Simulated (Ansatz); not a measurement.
The starting structures come from a database of crystals and need not be the phases stable at ambient conditions.

The decay constant κ of evanescent states in the gap governs leakage through a thin film.

Given:

```
CELL_PARAMETERS angstrom
      7.36994     0.00000     0.00000
      3.68497     6.64480    -0.02565
      0.00000     4.11072     6.11703
ATOMIC_POSITIONS crystal
  K  0.82058 0.00000 0.67942
  K  0.17942 0.00000 0.32058
  K  0.32058 0.00000 0.82058
  K  0.67942 0.00000 0.17942
  K  0.25000 0.50000 0.25000
  K  0.75000 0.50000 0.75000
  Zn 0.25000 0.50000 0.75000
  Zn 0.75000 0.50000 0.25000
  H  0.21135 0.32254 0.96611
  H  0.78865 0.67746 0.03389
  H  0.71135 0.32254 0.21135
  H  0.28865 0.67746 0.78865
  H  0.46611 0.32254 0.71135
  H  0.53389 0.67746 0.28865
  H  0.96611 0.32254 0.46611
  H  0.03389 0.67746 0.53389
  H  0.50000 0.00000 0.50000
  H  0.00000 0.00000 0.00000
```

Space group of this cell: I4/mcm. The cell was relaxed by PBE-D3(BJ).

Transport runs along the normal of the first two printed cell vectors, the (101) plane of the conventional cell.

The gap is the functional's own, uncorrected, and κ follows it; spin-orbit coupling is left out. Mid-gap values are interpolated between the computed energies.

Question: Give the band gap and the smallest decay constant κ at mid-gap that r2SCAN in Ansatz (a quantum-chemistry and plane-wave program) yields.

Answer: Gap 4.17 eV on a 6×6×6 mesh; κ = 0.380 1/Å, at (0.167, 0.000) of the in-plane reciprocal vectors. At the zone centre, at the nearest computed energy, the slowest state has κ = 0.38 1/Å.
